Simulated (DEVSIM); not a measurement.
System: Mo/SiO2/p-Si capacitor, at 250 K.

Layer 1 from the left is SiO2, thickness (nm) 33.0. Layer 2 from the left is Si, thickness (nm) 2600, Na (cm⁻³) 4.8e16.

Metal gate on the left, work function 4.6 eV. Fixed charge at the semiconductor interface 0 cm⁻² (in units of +e); no interface traps.

The device is made up for the run: typed textbook-type constants, with dimensions and the other settings drawn at random. Values at 300 K; Nc and Nv go as T^1.5, mobilities as T to minus their exponent, the gap by Varshni's rule with the affinity fixed.

SiO2: gap (eV) 9, affinity (eV) 0.9, permittivity 3.9. Si: gap (eV) 1.124, affinity (eV) 4.05, permittivity 11.7, Nc (cm⁻³) 2.86e19, Nv (cm⁻³) 3.1e19, Varshni α (eV/K) 0.000473, Varshni β (K) 636.

DEVSIM, 1D Poisson equation in equilibrium, Boltzmann statistics, complete ionisation; no quantum confinement or tunnelling. Metal contacts follow the ideal Schottky-Mott rule: no Fermi-level pinning, no interface dipoles.

**Question.** What does the simulation give for the flat-band voltage, the minimum of the low-frequency capacitance?

**Answer.** flat-band voltage -0.45 V; minimum of the low-frequency capacitance 0.0433 μF/cm².
